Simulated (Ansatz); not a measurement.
A (8,8) AlN nanotube has 32 atoms in a period of 3.131 Å, a mean diameter of 13.81 Å, and lies 19 meV/atom over the flat sheet relaxed at the same level.

The numbers are results of PBE (plane waves to 420 eV, PAW; Ansatz, an electronic-structure program), not measurements. Mesh 1×1×10. No spin polarisation. One-dimensional cell, images about 11 Å apart. A hypothetical model, rolled from the flat sheet. Symmetry and one short period hold its shape; lower forms weren't sought.

**Question.** Which bending rigidity of the sheet does this imply in the thin-plate picture?

**Answer.** A plate bent to radius R stores D/(2R²) an area. The area an atom is π × 13.81 × 3.131/32 = 4.24 Å², so the stored energy is 0.019/4.24 = 0.0045 eV/Å². With R = 6.905 Å, D = 2R² × 0.0045 = 0.43 eV.
